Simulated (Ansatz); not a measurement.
Results of LDA (plane waves, PAW; Ansatz, an electronic-structure program) for antifluorite K2S.

Numerical settings: plane-wave cutoff 520 eV, 8×8×8 k mesh, perturbation theory, scalar-relativistic PAW data made under PBE.

Cell (relaxed at this level):

```yaml
crystal:
  lattice:
    - [0.00000, 3.59505, 3.59505]
    - [3.59505, 0.00000, 3.59505]
    - [3.59505, 3.59505, 0.00000]
  atoms:
    - { symbol: K, position: [0.25000, 0.25000, 0.25000] }
    - { symbol: K, position: [0.75000, 0.75000, 0.75000] }
    - { symbol: S, position: [0.00000, 0.00000, 0.00000] }
```

Question: Predict the high-frequency dielectric constant and static dielectric constant.

Answer: 
high-frequency dielectric constant: 3.24
static dielectric constant: 5.78

It cost very roughly 10 core-minutes of CPU time.
